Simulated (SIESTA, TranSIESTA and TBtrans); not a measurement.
Run with TranSIESTA and TBtrans (open boundaries, self-consistent; PseudoDojo norm-conserving potentials, scalar-relativistic): Spin polarized, PAO.BasisSize DZP, PAO.EnergyShift 0.15 eV, XC.Authors PBE, Mesh.Cutoff 200 Ry, ElectronicTemperature 300 K, TS.Voltage 0.0 eV, TBT.Elecs.Eta 0.001 eV.

Device: Rh chain with one N atom inserted. Leads: straight Rh chain, spacing 2.3 Å. Geometry: as built, not relaxed.

Task: Predict: conductance at 300 K (G0 = 2e²/h); mean T from −0.5 to 0.5 eV; spin polarisation of the conductance, (up − down)/(up + down).

Result: conductance at 300 K (G0 = 2e²/h): 2.88; mean T from −0.5 to 0.5 eV: 2.84; spin polarisation of the conductance, (up − down)/(up + down): -0.04. The magnetic order of the leads was set by the start, and no other order was tried; the separate lead runs end at 0.62 (left) and 0.62 (right) μB an atom. The straight chain is held at its spacing; free chains may zigzag or dimerise.
